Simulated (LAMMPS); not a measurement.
Fault surfaces of Cr (bcc) on several planes, rigid shifts with relaxation along the normal.

All values are model results, not measurements: classical force field (static), pair style meam, file MoCoNiVFeAlCr_2nn.meam, run in LAMMPS.

```
plane    largest on the first line  largest on the surface  first line along
-------  -------------------------  ----------------------  ----------------
(-1-12)                  985 mJ/m²              3470 mJ/m²             [111]
(-2-13)                  979 mJ/m²                       -             [111]
(001)                   2170 mJ/m²              2920 mJ/m²             [100]
```
